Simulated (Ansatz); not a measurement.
Hypothetical diamond Rh, response to strain

Start from Rh in the diamond structure (space group Fd-3m, No. 227; a = 5.436 Å; a hypothetical phase, not in the database extracts checked; relaxed with 0.1 eV smearing). Axes: x, y, z lie along the cube axes.

Strains are applied to the cell and any free atomic positions relax; under biaxial strain the out-of-plane vector relaxes too.

Method: plane-wave PAW DFT at the PBEsol level (Ansatz, an electronic-structure program, 420 eV), no spin-orbit coupling.

Notes on the quantities. energy relative to the base: free energy F; pressure: mean of the normal stresses, compression positive.

| change | energy relative to the base | space group | volume per atom | pressure |
|---|---|---|---|---|
| base | 0 meV/atom | Fd-3m (No. 227) | 20.08 Å³ | 0.0 GPa |
| biaxial strain −1.51 %, plane normal [001], relaxed out of plane | -1.5 meV/atom | I4_1/amd (No. 141) | 20.12 Å³ | -0.5 GPa |
| biaxial strain −1.27 %, plane normal [001], relaxed out of plane | -1.1 meV/atom | I4_1/amd (No. 141) | 20.12 Å³ | -0.4 GPa |
| biaxial strain +4.69 %, plane normal [110], relaxed out of plane | +5.6 meV/atom | Imma (No. 74) | 19.63 Å³ | 0.5 GPa |
| biaxial strain −0.78 %, plane normal [111], relaxed out of plane | +0.2 meV/atom | R-3m (No. 166) | 20.06 Å³ | 0.1 GPa |
| isotropic strain −1.71 % | +26 meV/atom | Fd-3m (No. 227) | 19.07 Å³ | 8.8 GPa |
| uniaxial strain ε_yy = −1.48 % | +1.9 meV/atom | I4_1/amd (No. 141) | 19.78 Å³ | 2.3 GPa |

A biaxial case was relaxed in a doubled cell and then solved in the primitive one. No phonon test of stability was made. The final runs are not spin-polarised. Under biaxial strain −1.51 %, plane normal [001], relaxed out of plane, biaxial strain −1.27 %, plane normal [001], relaxed out of plane and biaxial strain +4.69 %, plane normal [110], relaxed out of plane the cell ends below the base's energy or with stress of the wrong sign: the atoms slid into a distortion or the cell is elastically unstable, so the base is not a stable minimum at this level. Rh has a high density of states at the Fermi level and may be magnetic at this level.
